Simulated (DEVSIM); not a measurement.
Structure: abrupt GaAs n-p junction, at 400 K.

```tsv
layer (left to right)	material	thickness (μm)	Nd (cm⁻³)	Na (cm⁻³)	τn (s)	τp (s)
1	GaAs	0.710	4.3e16	-	3.1e-9	3.1e-9
2	GaAs	0.970	-	2e14	3.1e-9	3.1e-9
```

Left contact: ohmic. Right contact: ohmic. Voltage is applied to the left contact. Recombination: SRH at mid-gap, Auger. Mobility is constant in doping.

Constants are typed, rounded textbook-type inputs, not results; the design itself was drawn at random and stands for no fabricated device. Values at 300 K; Nc and Nv go as T^1.5, mobilities as T to minus their exponent, the gap by Varshni's rule with the affinity fixed.

```
parameter             GaAs
----------------  --------
gap (eV)             1.424
affinity (eV)         4.07
permittivity          12.9
Nc (cm⁻³)           4.7e17
Nv (cm⁻³)             9e18
μn (cm²/Vs)           8500
μp (cm²/Vs)            400
T exponent of μn       2.1
T exponent of μp       2.2
Cn (cm⁶/s)           1e-30
Cp (cm⁶/s)           1e-30
Varshni α (eV/K)  0.000541
Varshni β (K)          204
```

Simulated with DEVSIM: 1D drift-diffusion, Boltzmann statistics, complete ionisation; no tunnelling, impact ionisation, image-force lowering or self-heating.

Task: Tabulate band edges, carrier densities and field at zero bias.

Result: Energies count from the Fermi level of the right contact; mesh points crowd at the junctions.

| x (μm) | Ec (eV) | Ev (eV) | n (cm⁻³) | p (cm⁻³) | field (V/cm) |
|---|---|---|---|---|---|
| 0.000 | 0.097 | -1.280 | 4.3e16 | 1000 | ≈ 0 |
| 0.01649 | 0.097 | -1.280 | 4.3e16 | 1000 | ≈ 0 |
| 0.04353 | 0.097 | -1.280 | 4.3e16 | 1000 | ≈ 0 |
| 0.08783 | 0.097 | -1.280 | 4.3e16 | 1000 | ≈ 0 |
| 0.1910 | 0.097 | -1.280 | 4.3e16 | 1000 | ≈ 0 |
| 0.3296 | 0.097 | -1.280 | 4.3e16 | 1000 | ≈ 0 |
| 0.4851 | 0.097 | -1.280 | 4.3e16 | 1000 | ≈ 0 |
| 0.6044 | 0.098 | -1.279 | 4.2e16 | 1100 | 270 |
| 0.6556 | 0.103 | -1.275 | 3.7e16 | 1200 | 2200 |
| 0.6869 | 0.116 | -1.261 | 2.5e16 | 1800 | 7100 |
| 0.7060 | 0.135 | -1.242 | 1.4e16 | 3100 | 13000 |
| 0.7266 | 0.163 | -1.214 | 6.3e15 | 7000 | 13000 |
| 0.7540 | 0.195 | -1.182 | 2.5e15 | 18000 | 11000 |
| 0.7994 | 0.243 | -1.134 | 6.3e14 | 71000 | 10000 |
| 0.9152 | 0.355 | -1.022 | 2.5e13 | 1800000 | 9400 |
| 1.066 | 0.494 | -0.884 | 4.4e11 | 1.0e8 | 9000 |
| 1.285 | 0.684 | -0.694 | 1.8e9 | 2.5e10 | 8400 |
| 1.451 | 0.819 | -0.558 | 3.5e7 | 1.3e12 | 7900 |
| 1.574 | 0.914 | -0.463 | 2200000 | 2.0e13 | 7600 |
| 1.626 | 0.953 | -0.424 | 710000 | 6.2e13 | 7500 |
| 1.657 | 0.976 | -0.401 | 360000 | 1.2e14 | 7400 |
| 1.680 | 0.993 | -0.384 | 220000 | 2.0e14 | 7400 |
